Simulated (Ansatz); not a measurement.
# Sc4Si3 (model structure, started from the Al4C3 type, R-3m, No. 166, 7 atoms in the cell)

These are r²SCAN (plane waves, PAW; Ansatz, an electronic-structure program) values and carry that method's errors.

Numerical settings: plane-wave cutoff 560 eV, 8×8×8 k mesh, Fermi–Dirac smearing 0.01 eV, scalar-relativistic PAW data made under PBE.

Cell (relaxed at this level):

Sc$_{4}$Si$_{3}$ is taken in the trigonal space group R-3m, hexagonal axes (No. 166), Pearson symbol hR7. Lattice parameters: a = 4.597 Å, b = 4.597 Å, c = 28.802 Å, α = 90.00°, β = 90.00°, γ = 120.00°. Sc1 on 6c sees 4 Si at 2.663–2.693 Å and 1 Si at 3.346 Å (trigonal bipyramidal). Sc2 on 6c sees 1 Si at 2.521 Å and 3 Si at 2.851 Å and 3 Sc at 3.374 Å. Si1 on 6c sees 1 Sc at 2.521 Å and 4 Sc at 2.663–2.693 Å (trigonal bipyramidal). Si2 on 3a is coordinated by 6 Sc at 2.851 Å and 2 Sc at 3.346 Å (cubic). (Neighbours: up to the widest gap in distance over summed covalent radii, below 1.35, at either atom; cation-cation and far metal-metal contacts left out.)
(The calculation used a cell of 7 atoms; values per cell refer to that cell.)

```
Property                Result
---------------  -------------
band gap         zero (no gap)
bulk modulus B0       16.4 GPa
```

Note: the bulk modulus is −V dP/dV from two relaxed cells at ±2 % in volume; the relaxation could raise the start's symmetry but not lower it, so the cell can be a saddle point.

Computed values are for the static lattice.

Computing time: roughly 15 core-minutes.

A model structure was made by putting elements into a prototype or built by hand; it is no filed structure, need not be a known phase, and can be a saddle point held by its symmetry.
